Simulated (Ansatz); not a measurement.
**A computed series for hypothetical P4_2/mnm BP: response to strain**

Base system: BP (space group P4_2/mnm, No. 136; a = 5.5323 Å, c = 3.1873 Å; a hypothetical phase, not in the database extracts checked). Axes: x, y, z lie along a, b, c of the conventional cell.

Strains are applied to the cell and any free atomic positions relax; under biaxial strain the out-of-plane vector relaxes too.

Levels (all Ansatz, a first-principles code, PAW): PBEsol (420 eV, no spin-orbit coupling); r2SCAN (500 eV, no SOC).

Band gaps by level, all at the geometries relaxed with PBEsol:

```tsv
case	PBEsol	r2SCAN
base	0.26 eV	0.51 eV
biaxial strain −3.82 %, plane normal [001], relaxed out of plane	zero	0.18 eV
biaxial strain −3.30 %, plane normal [001], relaxed out of plane	zero	0.23 eV
biaxial strain −1.68 %, plane normal [001], relaxed out of plane	0.12 eV	0.36 eV
biaxial strain −0.51 %, plane normal [001], relaxed out of plane	0.22 eV	0.47 eV
```

Single points use the geometry relaxed with PBEsol. A case with no gap was solved on a k-mesh chosen for an insulator, which is coarse for it. Stability against distortions was not tested. The final runs are not spin-polarised. The zero or small gap of BP can change with the level of theory.
